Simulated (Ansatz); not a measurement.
The parent structure is TaP (space group I4_1md, No. 109; a = 3.3100 Å, c = 11.2725 Å; a cell from a computed database, its experimental status unchecked).

Computed with PBEsol (Ansatz, an electronic-structure program; PAW; 420 eV plane waves; no SOC).

For the base:

| Property | Value |
|---|---|
| Volume per atom | 15.44 Å³ |
| c/a ratio | 3.406 |

Modification: Ga takes the place of Ta on all its sites, then cell and atoms are relaxed.

### Question
What does the calculation give for the volume per atom and c/a ratio after the change?

### Answer
The volume per atom grows by 1.11 Å³ (15.44 Å³ → 16.55 Å³); the c/a ratio decreases by 0.208, from 3.406 to 3.198.

Whether these cells are dynamically stable was not tested. As relaxed here, GaP is a hypothetical phase, not in the database extracts checked. The final runs are not spin-polarised.
